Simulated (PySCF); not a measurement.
PySCF 2.14.0, R2SCAN/def2-svp, df: FC1[CH]C(F)(F)C(F)(F)C1(F)F, charge +1, multiplicity 1, 14 atoms. The geometry is a generated start, not checked to be a minimum at this level.

| Item | Result |
|---|---|
| task | energy |
| method | r2scan |
| basis | def2-svp |
| two-electron scheme | density fitting |
| mol.max_memory | 3000 MB |
| mf.max_cycle | 100 |
| mf.diis_space | 8 (default) |
| mf.conv_tol | 1e-09 (default) |
| mf.grids.level | 3 (default) |
| basis functions | 178 |
| grid points | 190040 |

```xyz
14

F      2.3985    -0.4369    -0.5689
C      1.3061    -0.3355     0.1852
C      0.2696    -1.3022    -0.0829
C     -1.0477    -0.8418     0.3385
F     -2.0883    -1.5196    -0.0787
F     -1.1949    -0.5376     1.6294
C     -0.9447     0.6742    -0.3875
F     -1.8610     1.4657     0.0980
F     -1.0900     0.5751    -1.6920
C      0.5569     1.0936    -0.0046
F      1.1090     1.7864    -0.9729
F      0.5726     1.8101     1.1035
H      1.6320    -0.3355     1.2566
H      0.3819    -2.0959    -0.8238
```

Charge 1 and multiplicity 1 are set for this test and not shown to be the ground state.

With the defaults (mf.DIIS = CDIIS, mf.diis = true, mf.init_guess = minao, newton = off, mf.damp = 0, mf.diis_start_cycle = 1, mf.level_shift = 0) it converges in 16 Fock builds. One run each on 2 threads, 1 BLAS thread, with these changes:
- mf.diis = false
- mf.diis = false, mf.damp = 0.7, mf.diis_start_cycle = 999
- mf.init_guess = atom
- mf.init_guess = 1e
- mf.level_shift = 0.1 Hartree
- mf.DIIS = EDIIS
- mf.init_guess = sap
- newton = Hessian by the SCF's own integrals
- mf.init_guess = huckel

Question: Which of these changes keep the SCF from converging, or lead it to another solution?

Answer: No convergence: mf.DIIS = EDIIS; mf.diis = false (the run ends without SCF convergence in 100 cycles). The rest reach the solution of the defaults.

```json
[
 {"setting": "mf.init_guess = atom", "Fock builds": "14", "end": "same solution"},
 {"setting": "mf.level_shift = 0.1 Hartree", "Fock builds": "15", "end": "same solution"},
 {"setting": "the defaults", "Fock builds": "16", "end": "same solution"},
 {"setting": "mf.init_guess = huckel", "Fock builds": "20", "end": "same solution"},
 {"setting": "mf.init_guess = sap", "Fock builds": "21", "end": "same solution"},
 {"setting": "mf.init_guess = 1e", "Fock builds": "23", "end": "same solution"},
 {"setting": "mf.diis = false, mf.damp = 0.7, mf.diis_start_cycle = 999", "Fock builds": "26", "end": "same solution"},
 {"setting": "newton = Hessian by the SCF's own integrals", "Fock builds": "44", "end": "same solution"},
 {"setting": "mf.DIIS = EDIIS", "Fock builds": "101", "end": "no convergence"},
 {"setting": "mf.diis = false", "Fock builds": "101", "end": "no convergence"}
]
```

Under newton the count holds the products with the orbital Hessian.
